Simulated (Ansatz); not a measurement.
Cell and atoms of amorphous In₂₄O₃₈Ti:

```xyz
63
Lattice="9.5720 0.0000 0.0000 0.0000 9.5720 0.0000 0.0000 0.0000 9.5720" Properties=species:S:1:pos:R:3 pbc="T T T"
In     7.5328     6.1239     7.0627
In     6.5185     5.6615     3.7215
In     0.1200     8.9196     7.0178
In     3.9817     3.5907     4.1200
In     1.7829     8.8600     4.2637
In     3.4653     0.2439     8.0638
In     8.0222     2.8028     8.3655
In     2.8988     5.9744     2.1980
In     1.9960     6.4512     7.9020
In     8.1588     3.8079     1.6574
In     1.5809     2.5107     6.4727
In     0.8922     0.3846     0.4311
In     7.0972     9.3298     0.2834
In     1.9278     3.6971     0.0450
In     9.0662     6.6296     0.5321
In     5.1235     2.5978     1.1867
In     4.4292     4.0733     7.3250
In     4.2808     7.2201     5.6907
In     0.2768     6.1215     4.5061
In     4.3194     9.1682     2.0476
In     5.4386     5.8506     0.0716
In     1.3405     2.2954     2.9440
In     8.0968     9.2710     3.5926
In     5.1149     0.8102     5.0859
O      1.8777     3.4628     4.6116
O      0.3210     0.6927     3.7712
O      2.3467     0.4241     2.0201
O      3.9429     8.7964     4.1518
O      8.9780     2.6076     6.5387
O      6.0841     4.5748     1.7893
O      0.4276     2.4742     1.0478
O      1.5970     5.8366     0.4020
O      2.1041     1.7685     8.5876
O      1.4275     7.0880     3.1035
O      8.7880     4.5519     9.3788
O      4.0341     2.4381     6.0868
O      4.2603     5.6883     3.9668
O      7.0086     7.1567     9.1162
O      1.8667     8.5389     8.6227
O      4.2764     7.1720     1.2343
O      8.5969     0.5438     8.4306
O      9.0704     8.0859     5.0963
O      2.8224     3.8112     2.1151
O      8.4199     5.8567     2.6147
O      6.1846     3.7695     4.7438
O      4.9191     0.5468     0.1570
O      2.1392     4.3033     7.5220
O      1.7740     0.4058     6.1734
O      4.2109     3.9174     9.4106
O      9.3750     6.9399     7.8200
O      4.8514     9.1019     6.7520
O      6.5108     4.3398     7.7887
O      2.0932     7.0330     5.8229
O      7.1503     1.1629     4.9446
O      6.3600     6.9075     5.4395
O      4.6741     1.8226     3.1160
O      8.4460     5.0035     5.4574
O      7.1342     2.1253     0.6163
O      8.9836     8.6497     1.2500
O      4.2337     6.1921     7.6725
O      6.4670     8.9914     2.3442
O      8.7444     3.0760     3.4957
Ti     7.8506     2.9953     5.0243
```

Computed with PBE, scalar-relativistic without spin-orbit coupling (plane waves to 420 eV, PAW; Ansatz, a first-principles code).

The cell was made by melting and quenching with the CHGNet potential and then relaxed with DFT. O atoms were pushed apart under 1.9 Å during the dynamics, to hinder bonds among them. The hot cell started wider than the set density and was brought back towards it in steps. It is the lowest in DFT energy of 2 quenches. It is a model cell: composition and starting density were chosen by hand, and all elements were melted together. No dispersion term was used. Its density started from a set value of 6.37 and ended at 6.46 g/cm³. Cooling (nominally 330 K/ps over its main leg) ran many orders faster than in experiment, which tends to leave more defects and strain. One small periodic cell is one sample of the glass; other quenches scatter about these values. The volume was free in the relaxation, at fixed shape. Stress components on the final sampling reach 1.8 GPa.

Bonds are counted up to In-In 3.12 Å, In-O 2.76 Å, In-Ti 3.12 Å, O-O 1.58 Å, O-Ti 2.49 Å, Ti-Ti 3.12 Å. Two cations that share two anions don't count as bonded, nor two that share one unless they lie closer than In-In 3.04 Å, In-Ti 3.04 Å, Ti-Ti 3.04 Å.

Q: Give the coordination numbers, mean bond lengths and angles.

A: 
```json
{
  "Mean coordination of In by anions": "5.62 (10 with 5, 13 with 6, 1 with 7)",
  "Mean coordination of O": "3.68 (12 with 3, 26 with 4)",
  "Mean coordination of Ti by anions": "5.00 (1 with 5)",
  "Mean In-O bond": "2.224 Å (spread 0.124 Å, 135 counted)",
  "Mean O-Ti bond": "1.932 Å (spread 0.122 Å, 5 counted)",
  "Bond angle at In": "mean 104.2°, spread 28.9°",
  "Bond angle at O": "mean 110.0°, spread 18.2°",
  "Bond angle at Ti": "mean 107.0°, spread 25.9°"
}
```

Q: List the pairs of like atoms that count as bonded by the rules above.

A: There are none by these rules.

Q: What Bader charges do the atoms carry, from a run on the zone centre alone?

A: Means (range): In +1.81 e (+1.76 to +1.85), O -1.20 e (-1.24 to -1.13), Ti +2.21 e (+2.21 to +2.21).
| atom | charge (e) |
|---|---|
| In1 | +1.82 |
| In2 | +1.79 |
| In3 | +1.78 |
| In4 | +1.79 |
| In5 | +1.83 |
| In6 | +1.78 |
| In7 | +1.80 |
| In8 | +1.80 |
| In9 | +1.85 |
| In10 | +1.81 |
| In11 | +1.85 |
| In12 | +1.81 |
| In13 | +1.82 |
| In14 | +1.84 |
| In15 | +1.83 |
| In16 | +1.81 |
| In17 | +1.76 |
| In18 | +1.83 |
| In19 | +1.79 |
| In20 | +1.85 |
| In21 | +1.80 |
| In22 | +1.82 |
| In23 | +1.82 |
| In24 | +1.82 |
| O25 | -1.19 |
| O26 | -1.18 |
| O27 | -1.22 |
| O28 | -1.22 |
| O29 | -1.18 |
| O30 | -1.22 |
| O31 | -1.22 |
| O32 | -1.21 |
| O33 | -1.22 |
| O34 | -1.16 |
| O35 | -1.21 |
| O36 | -1.22 |
| O37 | -1.21 |
| O38 | -1.20 |
| O39 | -1.22 |
| O40 | -1.22 |
| O41 | -1.19 |
| O42 | -1.21 |
| O43 | -1.24 |
| O44 | -1.20 |
| O45 | -1.19 |
| O46 | -1.21 |
| O47 | -1.22 |
| O48 | -1.19 |
| O49 | -1.21 |
| O50 | -1.20 |
| O51 | -1.16 |
| O52 | -1.22 |
| O53 | -1.22 |
| O54 | -1.20 |
| O55 | -1.17 |
| O56 | -1.22 |
| O57 | -1.19 |
| O58 | -1.20 |
| O59 | -1.19 |
| O60 | -1.21 |
| O61 | -1.20 |
| O62 | -1.13 |
| Ti63 | +2.21 |
